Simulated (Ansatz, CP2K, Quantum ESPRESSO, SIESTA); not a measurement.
Code comparison for La3GaBr3 (Pm-3m, 7 atoms in the cell)

Self-consistent single point, at a second geometry (lattice scaled by 0.98). First geometry:

```yaml
crystal:
  lattice:
    - [6.13658, 0.00000, 0.00000]
    - [0.00000, 6.13658, 0.00000]
    - [0.00000, 0.00000, 6.13658]
  atoms:
    - { symbol: La, position: [0.00000, 0.50000, 0.50000] }
    - { symbol: La, position: [0.50000, 0.00000, 0.50000] }
    - { symbol: La, position: [0.50000, 0.50000, 0.00000] }
    - { symbol: Ga, position: [0.50000, 0.50000, 0.50000] }
    - { symbol: Br, position: [0.00000, 0.00000, 0.50000] }
    - { symbol: Br, position: [0.50000, 0.00000, 0.00000] }
    - { symbol: Br, position: [0.00000, 0.50000, 0.00000] }
```

Shared settings, as Ansatz (a quantum-chemistry and plane-wave program) writes them: kpoints.mp_grid.grid = 3 3 3; scf.occupations.method = gaussian; scf.occupations.width = 0.136 eV. Potentials and cutoffs stand in the table.

| code | model | ΔF from the first geometry (meV/atom) | pressure (GPa) | cutoff |
|---|---|---|---|---|
| Ansatz | PBEsol, PAW files made with PBE | -9.5 | 0.67 | default |
| Quantum ESPRESSO | PBEsol, PseudoDojo standard norm-conserving (PBESOL) pseudopotentials | -10.0 | 0.63 | 110 Ry |
| SIESTA | GGA PBEsol, numerical atomic orbitals DZP, PseudoDojo PBEsol standard norm-conserving potentials (rewritten from UPF to PSML) | -5.7 | 1.18 | grid 400 Ry |
| CP2K | PBEsol, GPW, DZVP-MOLOPT-SR-GTH basis, GTH-PBE potentials (GTH_POTENTIALS) | -0.8 | 1.50 | grid 600 Ry |

The spread over the programs that give each value: ΔF from the first geometry within 9.2 meV/atom; pressure within 0.87 GPa.

SIESTA and CP2K use small atom-centred bases, whose incompleteness enters pressures, forces and empty levels differently from a plane-wave cutoff. Ansatz's pressure is given at a fixed set of plane waves, as the other plane-wave codes print theirs.

The shared mesh is coarse (it stands for a supercell whose shortest vector is 18 Å), so the values are not converged in it.

The starting cell comes from a database of computed structures (which also holds hypothetical and non-ambient phases and stackings), without a prior relaxation at this level. For this run, on top of that: lattice scaled by 0.98.

Left out of this page: Elk and FLEUR (not drawn, or without a comparable value).

Keys are those of Ansatz 0.2.
